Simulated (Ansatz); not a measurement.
Here is the system:

```
K2LuTaO6
1.0
    4.15924     0.00000     0.00000
    0.00000     4.15924     0.00000
    0.00000     0.00000     8.45445
K Ta Lu O
2 1 1 6
Direct
  0.00000   0.00000   0.75134
  0.00000   0.00000   0.24866
  0.50000   0.50000   0.00000
  0.50000   0.50000   0.50000
  0.00000   0.50000   0.00000
  0.00000   0.50000   0.50000
  0.50000   0.50000   0.76973
  0.50000   0.50000   0.23027
  0.50000   0.00000   0.00000
  0.50000   0.00000   0.50000
```

Spin-polarised, with starting moments of sign K0 K0 Ta0 Lu0 O+ O+ O+ O+ O+ O+.

Computed with PBE (Ansatz, a program for electronic structure; PAW; 420 eV plane waves; spin-orbit coupling left out), earlier PAW set. k-mesh 11×11×6 (Γ-centred); smearing 0.05 eV (Fermi–Dirac).

Q: Predict the largest site moment.

A: 0.49 μB.

Q: What is the computed band gap?

A: Zero.

The magnetic state is the one reached from the starting moments; the real material's order can differ, and small cells can't hold many antiferromagnetic ones. Each cell is one ordered arrangement of few atoms, which overstates ordering effects compared with a random alloy. No phonon test of stability was made. No Hubbard U is applied, and correlation can decide whether such a compound is a metal. The cell was made from KTaO3 by this change: x(Lu) = 0.5, 10 atoms, P4/mmm.
